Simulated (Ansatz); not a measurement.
A self-consistent single point of Cs2NaGaCl6 (P1, 10 atoms in the cell) with Ansatz (a quantum-chemistry and plane-wave program).

Level of theory: PBEsol, default PAW files made with PBE (plane waves; Ansatz).

```xyz
10
Lattice="0.0000 5.2651 5.2651 5.2651 0.0000 5.2651 5.2651 5.2651 0.0000" Properties=species:S:1:pos:R:3 pbc="T T T"
Cs     7.8812     7.8943     7.9068
Cs     2.6331     2.6291     2.6186
Na     5.2618     5.2490     5.2405
Ga     0.0151    -0.0082    -0.0061
Cl     2.3871     5.2922     5.2870
Cl     8.1293     5.2748     5.2683
Cl     5.2851     2.4212     5.2786
Cl     5.2622     8.1211     5.2804
Cl     5.2712     5.2701     2.3981
Cl     5.2601     5.2425     8.1140
```

Reference input (self-consistent single point, DFT, PBE0, plane waves, default PAW files made with PBE): basis.ecutwfc = 420 eV; kpoints.mp_grid.grid = 2 2 2; hamiltonian.xc = pbe0; hamiltonian.pseudopotentials = {kind: paw} (the program's default PAW files); scf.occupations.method = fermi_dirac; scf.occupations.width = 0.01 eV. This run's input differs from it in these lines:

Ansatz 0.2 input:
```diff
@@ -23,3 +23,3 @@
 hamiltonian:
-  xc: pbe0
+  xc: pbesol
   pseudopotentials:
```

Output, abridged:

```
SCF iter   1: F=—  HF=-22771.889703 eV  |F-HF|=—  |Δ(HF+E_count)|=         —  Δρ=3.34e-3  dr2=4.82e-2  ethr=1.77e-3  ⟨swp⟩=9.9  Hψ=2070  notcnv=0
all-band conjugate gradients solve this SCF's bands
preconditioner: auto → Resta (q_TF=auto, 2.208 Å⁻¹)
SCF iter   2: F=—  HF=-22771.875629 eV  |F-HF|=—  |Δ(HF+E_count)|=   1.41e-2  Δρ=1.18e-3  dr2=4.87e-3  ethr=5.87e-5  ⟨swp⟩=3.1  Hψ=700  notcnv=0  defer=23
   [... lines left out ...]
SCF iter   4: F=—  HF=-22771.875219 eV  |F-HF|=—  |Δ(HF+E_count)|=   1.70e-4  Δρ=1.05e-4  dr2=2.54e-5  ethr=4.17e-7  ⟨swp⟩=2.0  Hψ=762  notcnv=0  defer=23
SCF iter   5: F=—  HF=-22771.875147 eV  |F-HF|=—  |Δ(HF+E_count)|=   7.23e-5  Δρ=3.32e-5  dr2=3.86e-6  ethr=3.09e-8  ⟨swp⟩=2.0  Hψ=655  notcnv=0  defer=23
SCF iter   6: F=—  HF=-22771.875149 eV  |F-HF|=—  |Δ(HF+E_count)|=   2.26e-6  Δρ=1.47e-5  dr2=7.73e-7  ethr=4.71e-9  ⟨swp⟩=2.0  Hψ=682  notcnv=0  defer=23
SCF iter   7: F=-22771.875151 eV  HF=-22771.875151 eV  |F-HF|=6.03e-8  |Δ(HF+E_count)|=   1.33e-6  Δρ=3.39e-6  dr2=6.24e-8  ethr=1.22e-10  ⟨swp⟩=11.1  Hψ=2256  notcnv=0
SCF 1 converged in 7 iterations: F = -22771.875151 eV  dr2 = 6.24e-8
Free energy (F): -22771.875151 eV
Internal energy: -22771.875151 eV  (E = F + TS)
E sigma→0 (E₀):  -22771.875151 eV
Fermi energy:    3.443441 eV
--- Forces (eV/Å), atoms counted from 1 ---
  atom   1  Cs     0.01213725     0.00111952    -0.00866001
  atom   2  Cs     0.00069211     0.00456650     0.01444173
  atom   3  Na     0.01743272     0.00761100     0.01184967
  atom   4  Ga    -0.14202886     0.06238284     0.00092982
  atom   5  Cl    -0.01594563    -0.04889142    -0.05371174
  atom   6  Cl     0.16813233     0.00721034    -0.01223135
  atom   7  Cl    -0.04399509    -0.17452846    -0.04846834
  atom   8  Cl     0.01374804     0.11415643    -0.01952332
  atom   9  Cl    -0.02571410    -0.00415144    -0.07079047
  atom  10  Cl     0.01554406     0.03052013     0.18615902
--- Stress (GPa, compression-positive) ---
       -1.411042      -0.063732      -0.045477
       -0.063732      -1.512176      -0.031848
       -0.045477      -0.031848      -1.482136
  P = ⅓ Tr σ = -1.4685 GPa (-14.685 kbar)
  The stress holds the Pulay correction. Without it, at fixed plane waves, as pw.x and ABINIT print it: P = -1.4748 GPa
```

The run converged in 7 iterations. Against the reference run the pressure goes from -0.73 to -1.47 GPa, the largest force goes from 0.217 to 0.189 eV/Å and the gap on the mesh goes from 4.841 to 2.622 eV.

The starting cell comes from a database of computed structures (which also holds hypothetical and non-ambient phases and stackings), without a prior relaxation at this level. Its atoms were displaced at random from the sites of space group no. 225. Ansatz's pressure includes its estimate of the finite-basis (Pulay) stress.
